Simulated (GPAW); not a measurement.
Worked example: self-consistent single point of HfC (I4mm, 2 atoms in the cell) in GPAW.

Method: LDA (Perdew-Wang 92), real-space grid, GPAW PAW datasets LDA (gpaw-data 1.0.1) run with GPAW 25.7.0.

```xyz
2
Lattice="0.0000 2.3316 2.3316 2.3316 0.0000 2.3316 2.3316 2.3316 0.0000" Properties=species:S:1:pos:R:3 pbc="T T T"
Hf     0.0000     0.0000     0.0500
C      2.3316     2.3316     2.3316
```

Reference input (self-consistent single point, DFT LDA (Perdew-Wang 92), real-space grid, GPAW PAW datasets LDA (gpaw-data 1.0.1)): mode = fd; h = 0.2 Å; xc = LDA; kpts = 6 6 6; mesh shift (steps) = 0 0 0; occupations.name = fermi-dirac; occupations.width = 0.1 eV; nbands = -6; convergence.density = 1e-05 e/electron; convergence.energy = 1e-05 eV/electron; symmetry.symmorphic = false; symmetry.tolerance = 0.0005. This run's input differs from it in these lines:

```diff
@@ -14,4 +14,4 @@
             xc='LDA',
-            kpts={'size': (6, 6, 6), 'gamma': True},
-            occupations={'name': 'fermi-dirac', 'width': 0.1},
+            kpts=(9, 9, 9),
+            occupations={'name': 'fermi-dirac', 'width': 0.05},
             nbands=-6,
```

Output, abridged:

```
     iter     time        total  log10-change:
                         energy   eigst   dens
iter:   1 --:--:--   -22.488877
iter:   2 --:--:--   -21.858708   -0.92  -0.84
iter:   3 --:--:--   -20.455791   -0.56  -0.91
iter:   4 --:--:--   -20.462890   -1.71  -1.44
iter:   5 --:--:--   -20.478878   -1.86  -1.52
iter:   6 --:--:--   -20.475118   -2.54  -2.18
iter:   7 --:--:--   -20.477808   -3.22  -2.64
iter:   8 --:--:--   -20.472873   -3.04  -2.51
iter:   9 --:--:--   -20.472880   -3.92  -3.29
iter:  10 --:--:--   -20.472985c  -4.21  -3.62
iter:  11 --:--:--   -20.472885c  -4.61  -3.30
iter:  12 --:--:--   -20.472883c  -6.24  -4.02
iter:  13 --:--:--   -20.472883c  -7.04  -4.45
iter:  14 --:--:--   -20.472883c  -8.09c -4.54
iter:  15 --:--:--   -20.472883c  -8.47c -4.59
iter:  16 --:--:--   -20.472883c  -7.52c -4.64
iter:  17 --:--:--   -20.472883c  -8.07c -4.76
iter:  18 --:--:--   -20.472883c  -8.43c -4.91
iter:  19 --:--:--   -20.472883c  -7.90c -4.91
iter:  20 --:--:--   -20.472883c  -8.46c -5.10c
Converged after 20 iterations.

Dipole moment: (-1.562983, -1.562983, -2.363082) |e|*Ang

Energy contributions relative to reference atoms: (reference = -410660.131026)

Kinetic:        +15.459100
Potential:      -17.141156
External:        +0.000000
XC:             -18.875987
Entropy (-ST):   -0.002977
Local:           +0.086648
SIC:             +0.000000
--------------------------
Free energy:    -20.474372
Extrapolated:   -20.472883

Showing only first 2 kpts
 Kpt  Band  Eigenvalues  Occupancy
  0     6     11.34182    0.00000
  0     7     11.46896    0.00000
  0     8     11.81542    0.00000
  0     9     12.01881    0.00000

  1     6     10.51200    0.77774
  1     7     10.59619    0.21132
  1     8     11.34244    0.00000
  1     9     13.23118    0.00000

Fermi level: 10.48940

No gap
No difference between direct/indirect transitions
Energy (eV): -20.472883

Forces in eV/Ang:
  0 Hf    0.00000    0.00000   -0.34910
  1 C     0.00000    0.00000    0.34734
```

The run converged in 20 iterations. Against the reference run the free energy drops by 1.5 meV/atom and the largest force goes from 0.316 to 0.349 eV/Å.

The starting cell has typed, rounded lattice constants, without a prior relaxation at this level. Its lattice was rescaled by up to half a per cent. One atom was moved a little off its site on purpose.

Cost on one core of a shared machine: roughly 40 s.
